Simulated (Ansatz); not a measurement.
We consider stishovite (SiO2), described by LDA (plane waves, PAW; Ansatz, a first-principles code).

Run with plane-wave cutoff 520 eV, 8×8×12 k mesh (along the axes of the cell as run), Fermi–Dirac smearing 0.01 eV, scalar-relativistic PAW data made under PBE.

Cell (relaxed at this level):

```cif
data_O4Si2
_chemical_formula_sum 'Si2 O4'
_space_group_name_H-M_alt 'P 1'
_space_group_IT_number 1
_cell_length_a 4.15520
_cell_length_b 4.15520
_cell_length_c 2.66155
_cell_angle_alpha 90.000
_cell_angle_beta 90.000
_cell_angle_gamma 90.000
loop_
_space_group_symop_operation_xyz
  'x, y, z'
loop_
_atom_site_label
_atom_site_type_symbol
_atom_site_fract_x
_atom_site_fract_y
_atom_site_fract_z
_atom_site_occupancy
Si1 Si 0.00000 0.00000 0.00000 1
Si2 Si 0.50000 0.50000 0.50000 1
O1 O 0.30557 0.30557 0.00000 1
O2 O 0.80557 0.19443 0.50000 1
O3 O 0.19443 0.80557 0.50000 1
O4 O 0.69443 0.69443 0.00000 1
```

Task: Estimate the bulk modulus B0, band gap and pressure derivative B′ of the bulk modulus that the calculation returns.

Result: 
- bulk modulus B0: 307 GPa
- band gap: 5.81 eV (direct)
- pressure derivative B′ of the bulk modulus: 5.2

Measured, for comparison: bulk modulus 310 ± 1 GPa (300 K, no zero-point or thermal correction; as tabulated in arXiv:1001.2066). Computed (rounded) less measured: bulk modulus -1.0 %.

Note: the bulk modulus comes from volumes at which shape and atoms were relaxed.

The computed numbers hold no vibrational or temperature effects.

Computing time: roughly 4 core-minutes.
